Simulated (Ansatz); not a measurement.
Nb2GaC: pressure series

Take Nb₂GaC (space group P6_3/mmc, No. 194; a = 3.1177 Å, c = 13.4813 Å; a cell from a computed database, its experimental status unchecked) as the base.

Cell and atoms are relaxed at each pressure.

All numbers come from PBEsol in Ansatz (plane waves to 420 eV, PAW, no SOC).

Notes on the quantities. enthalpy: H = E + PV relative to the base's energy.

| case | lattice parameter a | enthalpy | c/a ratio |
|---|---|---|---|
| base | 3.118 Å | – | 4.324 |
| pressure 0.3 GPa | 3.116 Å | +0.03 eV/atom | 4.324 |
| pressure 0.7 GPa | 3.114 Å | +0.06 eV/atom | 4.324 |
| pressure 1.5 GPa | 3.110 Å | +0.13 eV/atom | 4.325 |
| pressure 3 GPa | 3.102 Å | +0.26 eV/atom | 4.325 |
| pressure 5 GPa | 3.091 Å | +0.44 eV/atom | 4.327 |
| pressure 7.5 GPa | 3.079 Å | +0.65 eV/atom | 4.328 |

Load acts through the strain it causes; cell and atoms are relaxed under it. Whether these cells are dynamically stable was not tested. Competing high-pressure phases were not computed. The final runs are not spin-polarised.

Ansatz is a quantum-chemistry and plane-wave program.
